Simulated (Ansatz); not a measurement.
## Short convergence ladders for LuAg4 (I4, 5 atoms in the cell)

```
LuAg4
1.0
   -3.31879     3.31879     2.07391
    3.31879    -3.31879     2.07391
    3.31879     3.31879    -2.07391
Lu Ag
1 4
Direct
  0.01205   0.01205   0.00000
  0.59819   0.80284   0.40103
  0.40181   0.19716   0.59897
  0.80284   0.40181   0.20465
  0.19716   0.59819   0.79535
```

Base method: PBEsol, default PAW files made with PBE (plane waves; Ansatz, an electronic-structure program).

Base settings: basis.ecutwfc = 420 eV; kpoints.mp_grid.grid = 7 7 7; hamiltonian.xc = pbesol; hamiltonian.pseudopotentials = {kind: paw} (the program's default PAW files); scf.occupations.method = gaussian; scf.occupations.width = 0.1 eV.

The count of work is k-points × plane waves × bands × iterations; it is no time. 

**The k-point mesh**

Only quantities that move along the ladder and can be compared are tabulated.

| kpoints.mp_grid.grid | free energy less the last step's (meV/atom) | pressure (GPa) | largest difference of a force vector from the last step's (eV/Å) | count of work / last |
|---|---|---|---|---|
| 2 2 2 | 23.68 | -2.54 | 0.197 | 0.022 |
| 3 3 3 | 26.90 | -1.04 | 0.065 | 0.032 |
| 4 4 4 | 4.18 | -1.49 | 0.032 | 0.075 |
| 6 6 6 | 6.13 | -1.35 | 0.010 | 0.19 |
| 7 7 7 | 0.81 | -1.31 | 0.007 | 0.28 |
| 9 9 9 | 0.33 | -1.32 | 0.005 | 0.56 |
| 11 11 11 | 0.00 | -1.31 | 0.000 | 1.0 |

Coarsest kpoints.mp_grid.grid that holds the free energy within 5 meV/atom of the last step, with all finer ones: 7 7 7, at 0.28 of the last step's count of work; the step before is off by 6.1 meV/atom.

Coarsest kpoints.mp_grid.grid that holds the pressure within 1 GPa of the last step, with all finer ones: 3 3 3, at 0.032 of the last step's count of work; the step before is off by 1.2 GPa.

Coarsest kpoints.mp_grid.grid that holds the forces within 0.02 eV/Å of the last step, with all finer ones: 6 6 6, at 0.19 of the last step's count of work; the step before is off by 0.032 eV/Å.

**The k-point mesh at a smearing width of 0.02 eV**

In this ladder: scf.occupations.width = 0.02 eV.

Only quantities that move along the ladder and can be compared are tabulated.

| kpoints.mp_grid.grid | free energy less the last step's (meV/atom) | pressure (GPa) | largest difference of a force vector from the last step's (eV/Å) | count of work / last |
|---|---|---|---|---|
| 3 3 3 | 30.72 | -1.42 | 0.049 | 0.013 |
| 5 5 5 | 2.73 | -1.52 | 0.019 | 0.046 |
| 7 7 7 | 1.04 | -1.34 | 0.010 | 0.100 |
| 10 10 10 | 0.65 | -1.32 | 0.014 | 0.32 |
| 15 15 15 | 0.00 | -1.31 | 0.000 | 1.0 |

Coarsest kpoints.mp_grid.grid that holds the forces within 0.005 eV/Å: not settled: the last two steps still differ by 0.014 eV/Å, over half the tolerance, so the ladder does not show it.

Coarsest kpoints.mp_grid.grid that holds the free energy within 5 meV/atom of the last step, with all finer ones: 5 5 5, at 0.046 of the last step's count of work; the step before is off by 31 meV/atom.

Coarsest kpoints.mp_grid.grid that holds the pressure within 0.05 GPa of the last step, with all finer ones: 7 7 7, at 0.100 of the last step's count of work; the step before is off by 0.21 GPa.

**The k-point mesh at a smearing width of 0.3 eV**

In this ladder: scf.occupations.width = 0.3 eV.

Only quantities that move along the ladder and can be compared are tabulated.

| kpoints.mp_grid.grid | free energy less the last step's (meV/atom) | pressure (GPa) | largest difference of a force vector from the last step's (eV/Å) | count of work / last |
|---|---|---|---|---|
| 3 3 3 | 17.67 | -0.93 | 0.077 | 0.013 |
| 5 5 5 | 2.89 | -1.40 | 0.008 | 0.046 |
| 7 7 7 | 0.37 | -1.24 | 0.006 | 0.11 |
| 10 10 10 | 0.22 | -1.24 | 0.003 | 0.32 |
| 15 15 15 | 0.00 | -1.24 | 0.000 | 1.0 |

Coarsest kpoints.mp_grid.grid that holds the pressure within 0.05 GPa of the last step, with all finer ones: 7 7 7, at 0.11 of the last step's count of work; the step before is off by 0.16 GPa.

Coarsest kpoints.mp_grid.grid that holds the forces within 0.02 eV/Å of the last step, with all finer ones: 5 5 5, at 0.046 of the last step's count of work; the step before is off by 0.077 eV/Å.

Coarsest kpoints.mp_grid.grid that holds the free energy within 5 meV/atom of the last step, with all finer ones: 5 5 5, at 0.046 of the last step's count of work; the step before is off by 18 meV/atom.

On the base run: the starting cell comes from a database of computed structures (which also holds hypothetical and non-ambient phases and stackings), without a prior relaxation at this level. Its lattice was rescaled by up to half a per cent. One atom was moved a little off its site on purpose. Ansatz's pressure includes its estimate of the finite-basis (Pulay) stress.

Keys are those of Ansatz 0.2.
